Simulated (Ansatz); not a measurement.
Defect migration in rock-salt CaO: Ca vacancy, charge state -2. Method: PBE, PAW (plane waves to 420 eV; Ansatz, a quantum-chemistry and plane-wave program).

64-site cell at the relaxed PBE lattice, the Γ point alone, smearing 0.01 eV, spin-restricted, no finite-size correction. No zero-point or tunnelling terms. The charge state is imposed; whether it is stable for some Fermi level was not computed. Forms of the defect that were not tried may lie lower.

Barriers: single points on a 2×2×2 k-point mesh shifted by half a step at the bands' geometries (they differ from the bands' own by up to 0.15 eV, and are uncertain by about as much).

Relaxed starting cell (atoms counted from 1):

```yaml
crystal:
  lattice:
    - [9.66247, 0.00000, 0.00000]
    - [0.00000, 9.66247, 0.00000]
    - [0.00000, 0.00000, 9.66247]
  atoms:
    - { symbol: Ca, position: [0.99981, 0.99986, 0.50066] }
    - { symbol: Ca, position: [0.99988, 0.49992, 0.00072] }
    - { symbol: Ca, position: [0.99985, 0.49988, 0.50069] }
    - { symbol: Ca, position: [0.49984, 0.00003, 0.00066] }
    - { symbol: Ca, position: [0.49983, 0.99996, 0.50067] }
    - { symbol: Ca, position: [0.49989, 0.50002, 0.00066] }
    - { symbol: Ca, position: [0.49986, 0.49996, 0.50067] }
    - { symbol: O, position: [0.26744, 0.00002, 0.00067] }
    - { symbol: O, position: [0.25293, 0.99992, 0.50071] }
    - { symbol: O, position: [0.25293, 0.49996, 0.00067] }
    - { symbol: O, position: [0.25116, 0.49994, 0.50067] }
    - { symbol: O, position: [0.73212, 0.99999, 0.00068] }
    - { symbol: O, position: [0.74696, 0.99995, 0.50071] }
    - { symbol: O, position: [0.74693, 0.49999, 0.00068] }
    - { symbol: O, position: [0.74861, 0.49996, 0.50067] }
    - { symbol: Ca, position: [0.99986, 0.24271, 0.24360] }
    - { symbol: Ca, position: [0.99982, 0.24271, 0.75791] }
    - { symbol: Ca, position: [0.99990, 0.75704, 0.24352] }
    - { symbol: Ca, position: [0.99987, 0.75702, 0.75780] }
    - { symbol: Ca, position: [0.49984, 0.24791, 0.24865] }
    - { symbol: Ca, position: [0.49982, 0.24792, 0.75273] }
    - { symbol: Ca, position: [0.49988, 0.75205, 0.24859] }
    - { symbol: Ca, position: [0.49984, 0.75201, 0.75272] }
    - { symbol: O, position: [0.24946, 0.24949, 0.25018] }
    - { symbol: O, position: [0.24941, 0.24950, 0.75110] }
    - { symbol: O, position: [0.24952, 0.75046, 0.25021] }
    - { symbol: O, position: [0.24950, 0.75045, 0.75117] }
    - { symbol: O, position: [0.75039, 0.24954, 0.25018] }
    - { symbol: O, position: [0.75041, 0.24954, 0.75112] }
    - { symbol: O, position: [0.75044, 0.75047, 0.25020] }
    - { symbol: O, position: [0.75042, 0.75044, 0.75116] }
    - { symbol: Ca, position: [0.24267, 0.99995, 0.24349] }
    - { symbol: Ca, position: [0.24265, 0.99996, 0.75782] }
    - { symbol: Ca, position: [0.24783, 0.49996, 0.24862] }
    - { symbol: Ca, position: [0.24779, 0.49994, 0.75273] }
    - { symbol: Ca, position: [0.75700, 0.99995, 0.24350] }
    - { symbol: Ca, position: [0.75694, 0.99992, 0.75779] }
    - { symbol: Ca, position: [0.75192, 0.49994, 0.24861] }
    - { symbol: Ca, position: [0.75192, 0.49992, 0.75274] }
    - { symbol: O, position: [0.99994, 0.99989, 0.26826] }
    - { symbol: O, position: [0.99990, 0.99997, 0.73294] }
    - { symbol: O, position: [0.99994, 0.50000, 0.25365] }
    - { symbol: O, position: [0.99992, 0.49998, 0.74765] }
    - { symbol: O, position: [0.49999, 0.00001, 0.25370] }
    - { symbol: O, position: [0.49997, 0.00001, 0.74773] }
    - { symbol: O, position: [0.49994, 0.50003, 0.25194] }
    - { symbol: O, position: [0.49993, 0.49998, 0.74938] }
    - { symbol: Ca, position: [0.24269, 0.24285, 0.00069] }
    - { symbol: Ca, position: [0.24774, 0.24785, 0.50070] }
    - { symbol: Ca, position: [0.24274, 0.75717, 0.00066] }
    - { symbol: Ca, position: [0.24783, 0.75200, 0.50065] }
    - { symbol: Ca, position: [0.75699, 0.24281, 0.00070] }
    - { symbol: Ca, position: [0.75190, 0.24787, 0.50070] }
    - { symbol: Ca, position: [0.75704, 0.75714, 0.00065] }
    - { symbol: Ca, position: [0.75189, 0.75195, 0.50064] }
    - { symbol: O, position: [0.99989, 0.26758, 0.00074] }
    - { symbol: O, position: [0.99986, 0.25294, 0.50061] }
    - { symbol: O, position: [0.99997, 0.73220, 0.00064] }
    - { symbol: O, position: [0.99991, 0.74700, 0.50066] }
    - { symbol: O, position: [0.49989, 0.25298, 0.00062] }
    - { symbol: O, position: [0.49988, 0.25123, 0.50065] }
    - { symbol: O, position: [0.49994, 0.74704, 0.00068] }
    - { symbol: O, position: [0.49992, 0.74870, 0.50067] }
```
Cell charge -2.

End state 1 differs by these moves (Å; atoms that move under 0.08 Å are left out):

```csv
atom,element,Δx,Δy,Δz
1,Ca,0.00,0.08,-0.07
2,Ca,0.00,-0.06,0.07
3,Ca,0.00,-0.06,-0.07
8,O,-0.17,0.01,0.01
12,O,0.18,0.01,0.01
16,Ca,0.00,-2.27,-2.27
17,Ca,0.00,0.08,-0.07
18,Ca,0.00,-0.06,0.07
19,Ca,0.00,-0.06,-0.07
24,O,0.17,0.01,0.01
28,O,-0.18,0.01,0.01
32,Ca,0.00,0.07,0.07
33,Ca,0.05,0.02,-0.07
34,Ca,-0.05,-0.06,0.02
36,Ca,0.00,0.07,0.07
37,Ca,-0.05,0.02,-0.07
38,Ca,0.05,-0.06,0.02
40,O,0.00,-0.17,-0.17
41,O,0.00,-0.02,0.18
42,O,0.00,0.17,-0.03
48,Ca,0.00,0.07,0.07
49,Ca,-0.05,0.03,-0.06
50,Ca,0.05,-0.07,0.02
52,Ca,0.00,0.07,0.07
53,Ca,0.05,0.02,-0.07
54,Ca,-0.05,-0.07,0.02
56,O,0.00,-0.17,-0.17
57,O,0.00,-0.02,0.17
58,O,0.00,0.18,-0.02
```

Question: Estimate the forward and backward barriers to end state 1 that PBE, PAW returns for this input.

Answer: forward 1.92 eV, backward 1.92 eV; at the saddle point atom 16 has neighbours 2 O at 2.10, 2 O at 2.49 Å. The saddle point's order was not checked, and it lies on a symmetry element of the cell, where a band can be held.
